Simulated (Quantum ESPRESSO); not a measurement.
Quantum ESPRESSO is run on Mg14ZnMo (P-6m2, 16 atoms in the cell), and the run fails. The aim is a self-consistent single point with DFT, PBEsol, plane waves, SSSP 1.1.2 efficiency (PBE) pseudopotentials.

Cell that was meant: a = 6.3806 Å, b = 6.3806 Å, c = 10.0480 Å, α = 90.00°, β = 90.00°, γ = 120.00°.

Part of the input:

```fortran
Zn    0.000000000    0.000000000    0.000000000
Mo    0.000000000    0.000000000    0.787394202
K_POINTS {automatic}
3 3 2
CELL_PARAMETERS {bohr}
  12.057529044     0.000000000     0.000000000
  -6.028764522    10.442126459     0.000000000
```

Output (repeated stretches shortened):

```
     This program is part of the open-source Quantum ESPRESSO suite
     for quantum simulation of materials; please cite

 %%%%%%%%%%%%%%%%%%%%%%%%%%%%%%%%%%%%%%%%%%%%%%%%%%%%%%%%%%%%%%%%%%%%%%%%%%%%%%
     Error in routine card_kpoints (1):
      end of file while reading automatic k points
 %%%%%%%%%%%%%%%%%%%%%%%%%%%%%%%%%%%%%%%%%%%%%%%%%%%%%%%%%%%%%%%%%%%%%%%%%%%%%%

     stopping ...
```

**Question.** Read the log: what does the program object to, and what is the fix?

**Answer.** The fault is an automatic mesh without its three shifts. The card takes six integers. To fix it, add the shifts. The program stopped before any SCF iteration.

The sound input it was made from differs as follows (other fixes are possible):
```diff
-3 3 2
+3 3 2  0 0 0
```

With that input, the run converged in 23 iterations: free energy E − TS -14374.4344 eV; Fermi level (on the code's own zero) 4.58 eV; pressure -2.93 GPa; largest force (vector length) 0.168 eV/Å (DFT, PBEsol, plane waves, SSSP 1.1.2 efficiency (PBE) pseudopotentials).

On the sound input: the starting cell comes from a database of computed structures (which also holds hypothetical and non-ambient phases and stackings), without a prior relaxation at this level. Its lattice was rescaled by a random factor within 2.5 % of one. Spin polarisation is off.
